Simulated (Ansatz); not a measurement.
S on the 1x1 (100) surface of fcc Cu, one in a 2x2 cell, energies for each (26.4 Å²). Energies are against ⅛ S8(g), without zero-point or thermal terms; each row is named by its start.

Computed with PBE (plane waves to 420 eV, PAW; Ansatz, a quantum-chemistry and plane-wave program).

Q: Which site binds most strongly?
A) bridge Cu-Cu (span 2.6 Å)
B) top Cu
C) hollow Cu-Cu-Cu-Cu over Cu at depth 1.8 Å

A: C, hollow Cu-Cu-Cu-Cu over Cu at depth 1.8 Å. Adsorption energies: hollow Cu-Cu-Cu-Cu over Cu at depth 1.8 Å -1.93 eV; bridge Cu-Cu (span 2.6 Å) -1.00 eV; top Cu -0.16 eV.
